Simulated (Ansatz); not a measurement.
## Rb in the bcc (W type) structure (space group Im-3m, No. 229)

```cif
data_Rb2
_chemical_formula_sum 'Rb2'
_space_group_name_H-M_alt 'Im-3m'
_space_group_IT_number 229
_space_group_name_Hall '-I 4 2 3'
_cell_length_a 5.74895
_cell_length_b 5.74895
_cell_length_c 5.74895
_cell_angle_alpha 90.000
_cell_angle_beta 90.000
_cell_angle_gamma 90.000
loop_
_atom_site_label
_atom_site_type_symbol
_atom_site_symmetry_multiplicity
_atom_site_Wyckoff_symbol
_atom_site_fract_x
_atom_site_fract_y
_atom_site_fract_z
_atom_site_occupancy
Rb1 Rb 2 a 0.00000 0.00000 0.00000 1
```
(The calculation used a cell of 1 atom; values per cell refer to that cell.)

Computed with DFT with r2SCAN, PAW potentials and a 500 eV plane-wave cutoff in Ansatz (an electronic-structure program), no spin-orbit coupling, earlier PAW set. Settings: 12×12×12 k-points, 0.05 eV Fermi–Dirac smearing.

The volume per atom comes out as 95.00 Å³ and the density is 1.49 g/cm³. The band gap comes out as zero. The total energy is -3278.010 eV/atom (σ→0; compares only within this code and set-up).

Stability against distortions was not tested.
